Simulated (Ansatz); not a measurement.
Take SnO2 in the rutile structure (space group P4_2/mnm, No. 136) as the base.

```xyz
6
Lattice="4.7224 0.0000 0.0000 0.0000 4.7224 0.0000 0.0000 0.0000 3.1903" Properties=species:S:1:pos:R:3 pbc="T T T"
Sn     0.0000     0.0000     0.0000
Sn     2.3612     2.3612     1.5952
O      1.4454     1.4454     0.0000
O      3.8065     0.9158     1.5952
O      0.9158     3.8065     1.5952
O      3.2770     3.2770     0.0000
```

Cartesian axes are those of the cell as printed.

The values are results of LDA/PAW in Ansatz (a first-principles code), spin-orbit coupling left out, not measurements.

Base values:

* **Electron mass**: 0.18 mₑ along c, 0.20 mₑ across (at Γ)
* **Pressure**: 0.00 GPa

The change: the cell is stretched by 1.20 % along x with no lateral relaxation; the atoms relax in the strained cell.

Q: What happens to the energy relative to the base?

A: The energy goes up by 1.3 meV/atom.

Q: What does the calculation give for the electron mass after the change?

A: The electron mass goes from 0.18 mₑ along c, 0.20 mₑ across (at Γ) to 0.18 mₑ along z, 0.20 mₑ across (at Γ).

Q: Estimate the effect on the pressure.

A: The pressure (mean of the normal stresses, compression positive) goes from zero to -2.25 GPa.

The levels and masses belong to the bands next to the band gap. Masses are band curvatures over ±0.01 Å⁻¹ around the edge. Whether these cells are dynamically stable was not tested.
